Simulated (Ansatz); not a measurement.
AlP (P6₃mc, No. 186, 4 atoms in the cell; start mp-8880; a measured phase of this formula has another space group) was calculated with PBEsol in Ansatz (plane waves, PAW).

The input as run:

Ansatz 0.2 input:
```yaml
crystal:
  lattice:
    - [3.8610832607, 0.0, 0.0]
    - [-1.9305416303, 3.3437961899, 0.0]
    - [0.0, 0.0, 6.3392473894]
  atoms:
    - { symbol: Al, position: [0.3333333333, 0.6666666667, 0.0000931628] }
    - { symbol: Al, position: [0.6666666667, 0.3333333333, 0.5000931628] }
    - { symbol: P, position: [0.3333333333, 0.6666666667, 0.3749068372] }
    - { symbol: P, position: [0.6666666667, 0.3333333333, 0.8749068372] }
basis:
  ecutwfc: 520
  ecutrho_ratio: 4
  xc_grid: 2
kpoints:
  mp_grid: { grid: [12, 12, 6] }
  band_path:
    path:
      - [0.0, 0.0, 0.0]
      - [0.055556, 0.0, 0.0]
      - [0.111111, 0.0, 0.0]
      - [0.166667, 0.0, 0.0]
      - [0.222222, 0.0, 0.0]
      - [0.277778, 0.0, 0.0]
      - [0.333333, 0.0, 0.0]
      - [0.388889, 0.0, 0.0]
      - [0.444444, 0.0, 0.0]
      - [0.5, 0.0, 0.0]
      - [0.466667, 0.066667, 0.0]
      - [0.433333, 0.133333, 0.0]
      - [0.4, 0.2, 0.0]
      - [0.366667, 0.266667, 0.0]
      - [0.333333, 0.333333, 0.0]
      - [0.30303, 0.30303, 0.0]
      - [0.272727, 0.272727, 0.0]
      - [0.242424, 0.242424, 0.0]
      - [0.212121, 0.212121, 0.0]
      - [0.181818, 0.181818, 0.0]
      - [0.151515, 0.151515, 0.0]
      - [0.121212, 0.121212, 0.0]
      - [0.090909, 0.090909, 0.0]
      - [0.060606, 0.060606, 0.0]
      - [0.030303, 0.030303, 0.0]
      - [0.0, 0.0, 0.125]
      - [0.0, 0.0, 0.25]
      - [0.0, 0.0, 0.375]
      - [0.0, 0.0, 0.5]
      - [0.055556, 0.0, 0.5]
      - [0.111111, 0.0, 0.5]
      - [0.166667, 0.0, 0.5]
      - [0.222222, 0.0, 0.5]
      - [0.277778, 0.0, 0.5]
      - [0.333333, 0.0, 0.5]
      - [0.388889, 0.0, 0.5]
      - [0.444444, 0.0, 0.5]
      - [0.5, 0.0, 0.5]
      - [0.466667, 0.066667, 0.5]
      - [0.433333, 0.133333, 0.5]
      - [0.4, 0.2, 0.5]
      - [0.366667, 0.266667, 0.5]
      - [0.333333, 0.333333, 0.5]
      - [0.30303, 0.30303, 0.5]
      - [0.272727, 0.272727, 0.5]
      - [0.242424, 0.242424, 0.5]
      - [0.212121, 0.212121, 0.5]
      - [0.181818, 0.181818, 0.5]
      - [0.151515, 0.151515, 0.5]
      - [0.121212, 0.121212, 0.5]
      - [0.090909, 0.090909, 0.5]
      - [0.060606, 0.060606, 0.5]
      - [0.030303, 0.030303, 0.5]
      - [0.5, 0.0, 0.375]
      - [0.5, 0.0, 0.25]
      - [0.5, 0.0, 0.125]
      - [0.333333, 0.333333, 0.375]
      - [0.333333, 0.333333, 0.25]
      - [0.333333, 0.333333, 0.125]
    npoints: 1
hamiltonian:
  xc: pbesol
  dispersion: none
  pseudopotentials: { kind: paw }
scf:
  occupations: { method: fermi_dirac, width: 0.01 }
  convergence: { dr2_threshold: 0.0000000004 }
output:
  forces: true
  stress: true
  eigenvalues: true
  write_bands: true
```

From the output:

```
Crystal: 4 atoms, lattice volume = 81.844 Å³
Basis set: ecut = 520 eV, 2213 PW (Γ), exchange–correlation on 60×60×96 points (8 copies of the dense FFT grid, shifted against one another)
Bands: 12, of which v1, the nominal top of the filled ones, is band 8 counted from 1 (7 counted from 0)
Symmetry: 12 space group operations
Space group: P63mc (ITA 186), of the structure as read, at distance tolerance 4.3e-5 Å
k-points: 76 of 864 (time reversal used)
Functional: x = pbesol(κ = 0.804, μ = 0.12345679012345678), c = pbesol(β = 0.046)
SCF iter   1: F=—  HF=-2531.465359 eV  |F-HF|=—  |Δ(HF+E_count)|=         —  Δρ=3.43e-3  dr2=1.72e-2
SCF iter   2: F=—  HF=-2531.460316 eV  |F-HF|=—  |Δ(HF+E_count)|=   5.04e-3  Δρ=1.01e-3  dr2=8.12e-4
  ...
SCF iter   6: F=—  HF=-2531.460363 eV  |F-HF|=—  |Δ(HF+E_count)|=   1.40e-8  Δρ=9.35e-7  dr2=8.78e-10
SCF iter   7: F=-2531.460363 eV  HF=-2531.460363 eV  |F-HF|=4.46e-11  |Δ(HF+E_count)|=  1.26e-10  Δρ=3.11e-7  dr2=8.71e-11
SCF 1 converged in 7 iterations: F = -2531.460363 eV  dr2 = 8.71e-11
SCF converged after 7 iterations
Free energy (F): -2531.460363 eV
Internal energy: -2531.460363 eV  (E = F + TS)
E sigma→0 (E₀):  -2531.460363 eV
Fermi energy:    5.950982 eV
--- Stress (GPa, compression-positive) ---
       -0.000303       0.000000      -0.000000
        0.000000      -0.000303       0.000000
       -0.000000       0.000000       0.002898
  P = ⅓ Tr σ = 0.0008 GPa (0.008 kbar)
```

The PAW data were made under PBE.

A start named mp-… is a Materials Project structure, which need not be a measured phase.

Ansatz is a first-principles code.
